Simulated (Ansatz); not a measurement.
## PbSe (within 0.1 Å of I4/mmm, No. 139, 4 atoms in the cell; start mp-22009; a measured phase of this formula has another space group)

Method: LDA in Ansatz (PAW).

Settings: plane-wave cutoff 500 eV, 10×10×10 k mesh, gaussian smearing 0.02 eV, scalar-relativistic PAW data made under PBE.

Cell (relaxed at this level):

```
CELL_PARAMETERS angstrom
      0.00000    11.99057     3.02710
      3.02710     0.00000     3.02710
      3.02710    11.99057     0.00000
ATOMIC_POSITIONS crystal
  Pb 0.18453 0.79883 0.20117
  Pb 0.79883 0.18453 0.81547
  Se 0.68296 0.29968 0.70032
  Se 0.29968 0.68296 0.31704
```

| Item | Value |
|---|---|
| band gap | 1.16 eV (on the SCF k mesh) |

Spin–orbit coupling is not included; with these elements it can move the gap by several tenths of an eV or more.

A start named mp-… is a Materials Project structure, which need not be a measured phase.

Ansatz is a program for electronic structure.
